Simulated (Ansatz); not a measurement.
Functionals compared on the (111)B surface of zinc-blende GaAs, As-terminated, 2x2 with 2 H on 4 top atoms (bottom of the slab: 3 H on 4 bottom sites), in Ansatz (plane waves, PAW). The structure was relaxed with PBE; the other rows are single points on it. Cutoff 420 eV (500 eV for r2SCAN).

Slab: 37 atoms, 13.9 Å thick at the start with caps and adatoms (thin: gaps and levels are the slab's own); k 3x3x1, smearing 0.025 eV, dipole-corrected; 8 atoms held, the rest relaxed; symmetry of the start imposed; spin-polarised, no spin-orbit, no U. The slab shows no gap on its mesh. The starting moment vanished. It is one candidate, not shown to be the stable structure of the face. These notes are the PBE run's. r2SCAN: The program's check for a lower electronic state was not made.

| functional | work function of the top face (eV) | rough cost of the single point |
|---|---|---|
| PBE | 5.36 | – |
| r2SCAN | [?] | around 40 core-minutes (rough) |

### Question
Complete the blanks.

### Answer

- r2SCAN, work function of the top face (eV): 5.62

Ansatz is a quantum-chemistry and plane-wave program.
